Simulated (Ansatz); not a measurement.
The starting structures come from a database of crystals and need not be the phases stable at ambient conditions.

 Where the default PAW files enter, the runs use the earlier of Ansatz's two default sets.

Evanescent states of LiNO3 (R-3c, not sure to be the ambient phase, 10 atoms a cell, 9.3 Å³ an atom) along the normal of (110)

All values below come from r2SCAN (plane waves, PAW; Ansatz, an electronic-structure program).

The gap is the functional's own. No spin-orbit coupling. Mid-gap values are interpolated on the energy grid.

Energies count from the valence-band top; κ is the least over a 6×4 mesh across the current.

| E (eV) | κ (1/Å) | where |
|---|---|---|
| 0.09 | 0.193 | Γ |
| 0.27 | 0.316 | off Γ |
| 0.45 | 0.387 | off Γ |
| 0.63 | 0.438 | off Γ |
| 0.81 | 0.479 | off Γ |
| 0.99 | 0.512 | Γ |
| 1.17 | 0.523 | Γ |
| 1.35 | 0.533 | Γ |
| 1.53 | 0.542 | Γ |
| 1.71 | 0.549 | Γ |
| 1.89 | 0.556 | Γ |
| 2.07 | 0.561 | Γ |
| 2.25 | 0.566 | Γ |
| 2.43 | 0.569 | Γ |
| 2.61 | 0.572 | Γ |
| 2.79 | 0.571 | off Γ |
| 2.97 | 0.549 | off Γ |
| 3.15 | 0.496 | off Γ |
| 3.33 | 0.415 | off Γ |
| 3.51 | 0.284 | off Γ |

How thick must the barrier be to attenuate the transmission by 10^4 when the electrodes' Fermi level lies at 0.45 eV, and what attenuation does that film give at 2.97 eV?

d = 4 ln 10 / (2 × 0.387) = 11.9 Å. At 2.97 eV it gives 4 × 0.549/0.387 = 5.7 decades.
